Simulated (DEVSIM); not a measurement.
Structure: illuminated Si n-on-p cell, one wavelength, at 400 K.

Layer 1 from the left is Si, thickness (μm) 0.310, Nd (cm⁻³) 1.5e18, τn (s) 6.2e-6, τp (s) 0.00012, absorption coefficient (cm⁻¹) 780. Layer 2 from the left is Si, thickness (μm) 110, Na (cm⁻³) 7.6e16, τn (s) 0.00026, τp (s) 0.00026, absorption coefficient (cm⁻¹) 780.

Left contact: ohmic, minority hole recombination velocity 2e6 cm/s. Right contact: ohmic, minority electron recombination velocity 6e6 cm/s. Voltage is applied to the left contact. Recombination: SRH at mid-gap, radiative, Auger. Light enters at the left, 2.3e18 photons cm⁻² s⁻¹, one pass, no reflection. Mobility is μmin + (μ − μmin)/(1 + (N/Nref)^α).

This is a model device: material constants are rounded textbook-type values typed into the input, and sizes, dopings and lifetimes were drawn at random. Values at 300 K; Nc and Nv go as T^1.5, mobilities as T to minus their exponent, the gap by Varshni's rule with the affinity fixed.

Si: gap (eV) 1.124, affinity (eV) 4.05, permittivity 11.7, Nc (cm⁻³) 2.86e19, Nv (cm⁻³) 3.1e19, μn (cm²/Vs) 1417, μp (cm²/Vs) 470, μn,min 52, μp,min 45, Nref,n 9.7e16, Nref,p 2.2e17, αn 0.68, αp 0.72, T exponent of μn 2.3, T exponent of μp 2.2, B (cm³/s) 4.7e-15, Cn (cm⁶/s) 2.8e-31, Cp (cm⁶/s) 9.9e-32, Varshni α (eV/K) 0.000473, Varshni β (K) 636.

Simulated with DEVSIM: 1D drift-diffusion, Boltzmann statistics, complete ionisation; no tunnelling, impact ionisation, image-force lowering or self-heating.

Dark forward current:

| |V| (V) | |J| (A/cm²) |
|---|---|
| 0.05 | 1.343e-6 |
| 0.10 | 7.060e-6 |
| 0.15 | 3.142e-5 |
| 0.20 | 0.0001353 |
| 0.25 | 0.0005778 |
| 0.30 | 0.002464 |
| 0.35 | 0.01050 |
| 0.40 | 0.04460 |
| 0.45 | 0.1874 |
| 0.50 | 0.7554 |
| 0.55 | 2.683 |
| 0.60 | 7.550 |
| 0.65 | 16.69 |
| 0.70 | 30.94 |
| 0.75 | 50.92 |
| 0.80 | 77.06 |
| 0.85 | 109.7 |
| 0.90 | 148.9 |
| 0.95 | 195.0 |
| 1.00 | 247.9 |
| 1.05 | 307.8 |
| 1.10 | 374.6 |
| 1.15 | 448.4 |
| 1.20 | 529.1 |
| 1.25 | 616.8 |
| 1.30 | 711.3 |

Work out the local ideality factor n = ΔV / (kT/q · ln(J2/J1)) between the rows 0.15 and 0.20 V, 1.25 and 1.30 V.

kT/q = 34.47 mV. From 0.15 to 0.20 V: ln(0.0001353/3.142e-5) = 1.460, n = 0.99, near the 1 of diffusion or emission over a barrier. From 1.25 to 1.30 V: ln(711.3/616.8) = 0.143, n = 10.18.

What current could the absorbed light give at most, and what share is collected?

Σ αd = 8.60, so qΦ(1 − exp(−Σ αd)) = 368 mA/cm². The simulated short-circuit current is 323.2 mA/cm², a share of 0.88.

Estimate the open-circuit voltage by superposition: the voltage at which the dark current equals that short-circuit current.

Interpolating ln J in the table gives 0.470 V. The simulation gives 0.468 V, the same within the digits that matter. Superposition holds where collection doesn't change with voltage.

Estimate the fill factor from FF0 = (v − ln(v + 0.72))/(v + 1), v = qVoc/(nkT), with n from the dark curve.

The rows about Voc, 0.45 and 0.50 V, give n = 1.04, so v = 13.0 and FF0 = 0.742. The simulation gives 0.746, the same within the digits that matter.
